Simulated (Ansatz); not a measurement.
Take CdSe in the zinc blende structure (space group F-43m, No. 216; a = 6.1964 Å) as the base. Axes: x, y, z lie along the cube axes.

Level of theory: Kohn–Sham DFT with the PBE functional, run in Ansatz (a quantum-chemistry and plane-wave program) with PAW and 420 eV plane waves, spin-orbit coupling left out.

Perturbation: an isotropic linear strain of +0.50 %; the atoms relax in the strained cell.

**Question.** Predict the stress tensor and what it implies for the stiffness.

**Answer.** Stress of the strained cell less that of the base (GPa, compression positive):
```
  -0.65    0.00    0.00
   0.00   -0.65    0.00
   0.00    0.00   -0.65
```

Then B = −ΔP/(ΔV/V₀) with ΔV/V₀ = 0.0151 gives secant stiffness values (nonlinear terms included at this strain): B ≈ 43 GPa.

Stability against distortions was not tested.
